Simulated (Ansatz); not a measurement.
The starting structures come from a database of crystals and need not be the phases stable at ambient conditions.

Inside the gap of an insulator the Bloch states are evanescent, with a wavenumber k + iκ along the transport direction.

Here is the system:

```
CaPSe3
1.0
    6.90917     0.00000     0.00000
    0.00000     7.58329     0.00000
   -0.34304     0.00000     9.67985
Ca P Se
4 4 12
Cartesian
 -0.00225   2.92086   7.29077
  6.56838   4.66243   2.38908
  2.94227   6.71250   7.22901
  3.62385   0.87079   2.45084
  6.27182   6.77681   5.45624
  0.29430   0.80648   4.22361
  3.57737   2.98516   9.06353
  2.98876   4.59813   0.61632
  5.80169   0.08759   7.39328
  0.76444   7.49570   2.28657
  4.04751   3.87923   7.12650
  2.51862   3.70406   2.55335
  2.04423   1.52310   5.32585
  4.52189   6.06019   4.35400
  0.89579   5.31475   9.19392
  5.67034   2.26854   0.48593
  4.53634   6.14049   0.62048
  2.02979   1.44280   9.05937
  5.65590   2.34885   4.21945
  0.91023   5.23444   5.46040
```

Space group of this cell: P2_1/c. The cell is taken as given; by PBEsol its mean pressure is -1.1 GPa.

Transport runs along the normal of the first two printed cell vectors.

The gap is the functional's own, uncorrected, and κ follows it; spin-orbit coupling is left out. Mid-gap values are interpolated between the computed energies.

Predict the band gap and the smallest decay constant κ at mid-gap from PBEsol in Ansatz (a first-principles code).

Gap 2.20 eV on a 6×4×4 mesh; κ = 0.248 1/Å, at (0.500, 0.000) of the in-plane reciprocal vectors. At the zone centre, at the nearest computed energy, the slowest state has κ = 0.26 1/Å.
